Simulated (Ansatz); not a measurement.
```xyz
2
Lattice="3.8549 0.0000 0.0000 0.0000 3.8549 0.0000 1.9274 1.9274 2.7258" Properties=species:S:1:pos:R:3 pbc="T T T"
Ga     0.0000     0.0000     0.0000
P      3.8549     1.9274     1.3629
```

Space group of this cell: F-43m, zinc blende. The cell is taken as given.

Computed with r2SCAN (plane waves, PAW; Ansatz, an electronic-structure program).

The current runs along the normal of the first two printed vectors; no spin-orbit coupling. Scaled by the factor s: both lengths across the current (ions clamped). Meshes 12×12×12 and 8×8 across the current in all rows.

```csv
s,mean pressure (GPa),band gap (eV)
0.98,3.9,1.67
1.00,0.0,1.85
1.02,-3.2,?
```

Problem. Take the slope of the band gap against ln s from the two given rows, extrapolate to s = 1.02, and say what the run there gives.

Solution. Slope = (1.67 − 1.85) / ln 0.98 = 8.91 eV. The line gives 1.85 + (8.91) × ln 1.02 = 2.03 eV. The run gives 1.71 eV, 0.32 eV under the line, 179 % of the predicted step.
